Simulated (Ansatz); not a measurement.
Take ZnO in the wurtzite structure (space group P6_3mc, No. 186; a = 3.2352 Å, c = 5.2113 Å) as the base. Axes: x lies along a and z along c of the hexagonal cell.

Perturbation: biaxial strain +4.48 %, plane normal [001], relaxed out of plane (Cartesian); in-plane vectors clamped, the third vector and the atoms free.

Levels (all Ansatz, a quantum-chemistry and plane-wave program, PAW, earlier PAW set): r2SCAN (500 eV, no SOC); HSE06 (420 eV, scalar-relativistic without spin-orbit coupling).

The geometry is relaxed with r2SCAN.

| Property | Result |
|---|---|
| r2SCAN lowest conduction level above the VBM at special points | Γ 1.26 eV; A 4.07 eV; M 6.22 eV |

Question: Predict the lowest conduction level above the VBM at special points from HSE06.

Answer: The lowest conduction level above the VBM at special points changes from Γ 1.26 eV; A 4.07 eV; M 6.22 eV to Γ 2.51 eV; A 5.38 eV; M 7.61 eV.

Single points use the geometry relaxed with r2SCAN. The levels and masses belong to the bands next to the band gap. Stability against distortions was not tested.
